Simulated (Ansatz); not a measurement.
The starting structures come from a database of crystals and need not be the phases stable at ambient conditions.

```
CELL_PARAMETERS angstrom
      6.43879    -0.01666     0.00000
     -0.79905     6.38904     0.00000
      2.81987     3.18619     4.83268
ATOMIC_POSITIONS crystal
  Au 0.12500 0.37500 0.75000
  Au 0.62500 0.87500 0.25000
  Au 0.12500 0.87500 0.25000
  Au 0.12500 0.87500 0.75000
  Cl 0.30870 0.30870 0.00000
  Cl 0.55870 0.05870 0.50000
  Cl 0.94130 0.44130 0.50000
  Cl 0.69130 0.69130 0.00000
```

Space group of this cell: I4_1/amd. The cell was relaxed by PBE-D3(BJ).

Transport runs along the normal of the first two printed cell vectors, the (110) plane of the conventional cell.

No gap correction and no spin-orbit coupling; mid-gap values are interpolated between computed energies.

Q: Estimate the band gap and the smallest decay constant κ at mid-gap that r2SCAN run with Ansatz (an electronic-structure program) returns for this system.

A: Gap 1.92 eV on a 6×6×6 mesh; κ = 0.174 1/Å, at the zone centre.
